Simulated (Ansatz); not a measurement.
Consider CdTe in the zinc blende structure (space group F-43m, No. 216; a = 6.489 Å). Axes: x, y, z lie along the cube axes.

All numbers come from PBEsol (Ansatz, a first-principles code; PAW; 420 eV plane waves; without spin-orbit coupling).

Before the change:

The electron mass is 0.055 mₑ (at Γ) and the band gap comes out as 0.65 eV. The valence-band top at Γ is 0.00, 0.00, 0.00 eV and the shortest interatomic distance is 2.810 Å.

Perturbation: uniaxial strain ε_zz = +1.00 %, all other strain components held at zero, atoms relaxed at fixed cell.

**Question.** Estimate the effect on the electron mass.

**Answer.** The electron mass goes from 0.055 mₑ (at Γ) to 0.053 mₑ (at Γ).

**Question.** What happens to the band gap?

**Answer.** The band gap drops by 0.04 eV, from 0.65 eV to 0.61 eV.

**Question.** What does the calculation give for the energy relative to the base after the change?

**Answer.** The energy rises by 0.5 meV/atom.

**Question.** How does this affect the valence-band top at Γ?

**Answer.** The valence-band top at Γ (three highest levels, from the VBM) becomes 0.00, 0.00, -0.03 eV (base: 0.00, 0.00, 0.00 eV).

**Question.** Estimate the effect on the shortest interatomic distance.

**Answer.** The shortest interatomic distance grows by 0.009 Å, from 2.810 Å to 2.819 Å.

With Te present, leaving out spin-orbit coupling can change the band edges. Masses are band curvatures over ±0.01 Å⁻¹ around the edge. Whether these cells are dynamically stable was not tested.
